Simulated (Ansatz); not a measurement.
SnSe2, response to strain

Take SnSe$_{2}$ in the CdI2 type structure (space group P-3m1, No. 164; a = 3.840 Å, c = 6.007 Å; layered, stacked along the Cartesian z axis) as the base.

Strains are applied to the cell and any free atomic positions relax.

Level of theory: PBE-D3(BJ) in Ansatz (plane waves to 420 eV, PAW, without spin-orbit coupling).

Candidates:
(a) isotropic strain +2.50 %
(b) isotropic strain −2.00 %
(c) isotropic strain −2.50 %

Notes on the quantities. energy relative to the base: free energy F.

Order them by energy relative to the base, lowest first.

(b) isotropic strain −2.00 % (+13 meV/atom), (a) isotropic strain +2.50 % (+16 meV/atom), (c) isotropic strain −2.50 % (+20 meV/atom)

Stability against distortions was not tested.

Ansatz is a quantum-chemistry and plane-wave program.
